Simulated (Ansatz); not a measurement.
An Ansatz (a program for electronic structure) run: a single point on Mo with a change (pressure −2 GPa), its geometry relaxed with PBE; r2SCAN (Ansatz, PAW, scalar-relativistic without spin-orbit coupling), earlier PAW set.

Input:

Ansatz 0.2 input:
```yaml
crystal:
  lattice:
    - [-1.5845359642, 1.5845359642, 1.5845359642]
    - [1.5845359642, -1.5845359642, 1.5845359642]
    - [1.5845359642, 1.5845359642, -1.5845359642]
  atoms:
    - { symbol: Mo, position: [0, 0, 0] }
basis: { ecutwfc: 500, ecutrho_ratio: 4, xc_grid: 4, fft_grid_basis: typed }
kpoints: { mp_grid: { grid: [21, 21, 21] } }
hamiltonian:
  xc: r2scan
  dispersion: none
  pseudopotentials: { azcp: { folder: ./paw }, kind: paw }
scf: { occupations: { method: fermi_dirac, width: 0.05 }, convergence: { dr2_threshold: 0.0000000001 } }
output: { forces: true, stress: true }
checkpoint: { write: state.ck, write_every: 1000 }
```

Output (explanatory and most iteration lines left out):

```
Pseudopotential: Mo, paw, valence charge 14
Crystal: 1 atoms, lattice volume = 15.914 Å³
Basis set: ecut = 500 eV, 381 PW (Γ), exchange–correlation on 96×96×96 points (64 copies of the dense FFT grid, shifted against one another)
Bands: 11, of which v1, the nominal top of the filled ones, is band 7 counted from 1 (6 counted from 0)
Symmetry: 48 space group operations
Space group: Im-3m (ITA 229), of the structure as read, at distance tolerance 2.5e-5 Å
k-points: 286 of 9261
Functional: x = r2scan, c = r2scan; τ floored in thin density (d = 2e-4 eV/Å³)
SCF iter   1: F=—  HF=-4968.084925 eV  |F-HF|=—  |Δ(HF+E_count)|=         —  Δρ=1.05e-1  dr2=1.81e0  dr2_τ=4.77e-2  ethr=3.10e-3  ⟨swp⟩=5.1  Hψ=18419  notcnv=0
SCF iter   2: F=—  HF=-4967.588850 eV  |F-HF|=—  |Δ(HF+E_count)|=   4.96e-1  Δρ=3.20e-2  dr2=6.27e-2  dr2_τ=5.79e-2  ethr=3.10e-3  ⟨swp⟩=2.0  Hψ=8443  notcnv=0  defer=9
SCF 1 converged in 8 iterations: F = -4967.621818 eV  dr2 = 1.03e-12
SCF converged after 8 iterations
Free energy (F): -4967.621818 eV
Internal energy: -4967.616058 eV  (E = F + TS)
E sigma→0 (E₀):  -4967.618938 eV
Entropy (-TS):   -0.005760 eV (-5.760 meV/atom)
Fermi energy:    20.627674 eV
--- Forces (eV/Å), atoms counted from 1 ---
  atom   1  Mo    -0.00000000     0.00000000    -0.00000000
--- Stress (GPa, compression-positive) ---
       -4.529706      -0.000000       0.000000
        0.000000      -4.529706       0.000000
        0.000000       0.000000      -4.529706
  P = ⅓ Tr σ = -4.5297 GPa (-45.297 kbar)
```

Single points use the geometry relaxed with PBE. Load acts through the strain it causes; cell and atoms are relaxed under it. Whether these cells are dynamically stable was not tested. The final runs are not spin-polarised. The cell was made from Mo in the bcc (W type) structure (space group Im-3m, No. 229) by this change: pressure −2 GPa.
